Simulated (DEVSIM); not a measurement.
Structure: Al0.15Ga0.85As/GaAs n-p heterojunction, at 300 K.

Layer 1 from the left is Al0.15Ga0.85As, thickness (μm) 1.60, Nd (cm⁻³) 2.3e17, τn (s) 2.1e-8, τp (s) 2.1e-8. Layer 2 from the left is GaAs, thickness (μm) 0.290, Na (cm⁻³) 6.9e16, τn (s) 2.1e-8, τp (s) 2.1e-8.

Left contact: ohmic. Right contact: ohmic. Voltage is applied to the left contact. Recombination: SRH at mid-gap, radiative. Mobility is constant in doping.

The device is made up for the run: typed textbook-type constants, with dimensions and the other settings drawn at random. Values at 300 K.

Al0.15Ga0.85As: gap (eV) 1.611, affinity (eV) 3.9515, permittivity 12.47, Nc (cm⁻³) 5.6e17, Nv (cm⁻³) 9e18, μn (cm²/Vs) 5695, μp (cm²/Vs) 282, B (cm³/s) 2e-10. GaAs: gap (eV) 1.424, affinity (eV) 4.07, permittivity 12.9, Nc (cm⁻³) 4.7e17, Nv (cm⁻³) 9e18, μn (cm²/Vs) 8500, μp (cm²/Vs) 400, B (cm³/s) 2e-10.

DEVSIM, 1D drift-diffusion, Boltzmann statistics, complete ionisation; no tunnelling, impact ionisation, image-force lowering or self-heating. Band offsets follow the typed affinities; no thermionic-emission limit at abrupt steps, no polarisation charge.

**Question.** What does the simulation give for the largest field in the device at zero bias, the dark forward voltage at 1 A/cm²?

**Answer.** largest field in the device at zero bias 150000 V/cm; dark forward voltage at 1 A/cm² 0.947 V.
